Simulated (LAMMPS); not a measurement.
System: Cu (fcc), 256 atoms, at 300 K and 0 GPa, heated as the crystal.

Level of theory: classical MD, pair style bop, file AlCu.bop.table (LAMMPS).

| angle (°) | probability per degree, Cu-Cu-Cu |
|---|---|
| 49.50 | 0.0000 |
| 52.50 | 0.0010 |
| 55.50 | 0.0140 |
| 58.50 | 0.0467 |
| 61.50 | 0.0441 |
| 64.50 | 0.0138 |
| 67.50 | 0.0015 |
| 70.50 | 0.0001 |
| 73.50 | 0.0000 |
| 76.50 | 0.0000 |
| 79.50 | 0.0002 |
| 82.50 | 0.0022 |
| 85.50 | 0.0095 |
| 88.50 | 0.0189 |
| 91.50 | 0.0184 |
| 94.50 | 0.0088 |
| 97.50 | 0.0022 |
| 100.5 | 0.0003 |
| 103.5 | 0.0000 |
| 106.5 | 0.0000 |
| 109.5 | 0.0007 |
| 112.5 | 0.0052 |
| 115.5 | 0.0197 |
| 118.5 | 0.0369 |
| 121.5 | 0.0354 |
| 124.5 | 0.0179 |
| 127.5 | 0.0047 |
| 130.5 | 0.0007 |
| 133.5 | 0.0001 |
| 136.5 | 0.0000 |
| 139.5 | 0.0000 |
| 142.5 | 0.0000 |
| 145.5 | 0.0000 |
| 148.5 | 0.0000 |
| 151.5 | 0.0000 |
| 154.5 | 0.0000 |
| 157.5 | 0.0000 |
| 160.5 | 0.0000 |
| 163.5 | 0.0000 |
| 166.5 | 0.0003 |
| 169.5 | 0.0020 |
| 172.5 | 0.0074 |
| 175.5 | 0.0132 |
| 178.5 | 0.0075 |

Main features:
- state found: crystal; no diffusion seen in 15 ps
- most common Cu-Cu-Cu angle: in the 3° bin centred on 58.5° (mean of all 98°)
